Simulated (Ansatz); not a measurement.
Start from CuCl in the zinc blende structure (space group F-43m, No. 216; a = 5.4240 Å).

Level of theory: Kohn–Sham DFT with the PBE functional, run in Ansatz (a quantum-chemistry and plane-wave program) with PAW and 420 eV plane waves, no spin-orbit coupling.

Before the change:

| Quantity | Result |
|---|---|
| Volume per atom | 19.95 Å³ |
| Width of the top valence band | 1.08 eV |

It is then changed as follows: a hydrostatic pressure of 5 GPa.

### Question
What happens to the volume per atom, mean gap deformation potential ΔEg/Δln V and width of the top valence band?

### Answer
The volume per atom falls by 1.59 Å³, from 19.95 Å³ to 18.36 Å³; the mean gap deformation potential ΔEg/Δln V comes out as -2.0 eV; the width of the top valence band grows by 0.23 eV, from 1.08 eV to 1.31 eV.

Load acts through the strain it causes; cell and atoms are relaxed under it. Whether these cells are dynamically stable was not tested. Tetrahedral semiconductors of this kind turn to denser phases somewhere between about 1 and 50 GPa; those were not computed, so compressed cells here can lie past the real transition. No Hubbard U is applied. All final runs are without spin polarisation.
